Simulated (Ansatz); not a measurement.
Results of LDA in Ansatz (plane waves, PAW) for CaAlHO2 (model structure, started from the SrVO2H type, P4/mmm, No. 123, 5 atoms in the cell).

Run with plane-wave cutoff 520 eV, 10×10×10 k mesh, Fermi–Dirac smearing 0.01 eV, scalar-relativistic PAW data made under PBE.

Cell (relaxed at this level):

```
AlCaHO2
1.0
    3.68769     0.00000     0.00000
    0.00000     3.68769     0.00000
    0.00000     0.00000     3.40538
Ca Al O H
1 1 2 1
Cartesian
  1.84384   1.84384   1.70269
  0.00000   0.00000   0.00000
  1.84384   0.00000   0.00000
  0.00000   1.84384   0.00000
  0.00000   0.00000   1.70269
```

**Question.** Predict the band gap, direct gap at Γ and bulk modulus B0.

**Answer.** 
band gap: 3.59 eV (on the SCF k mesh)
direct gap at Γ: 5.63 eV
bulk modulus B0: 156 GPa

Note: the bulk modulus is −V dP/dV from two relaxed cells at ±2 % in volume; the relaxation could raise the start's symmetry but not lower it, so the cell can be a saddle point.

The computed numbers hold no vibrational or temperature effects.

A model structure was made by putting elements into a prototype or built by hand; it is no filed structure, need not be a known phase, and can be a saddle point held by its symmetry.

Ansatz is a first-principles code.
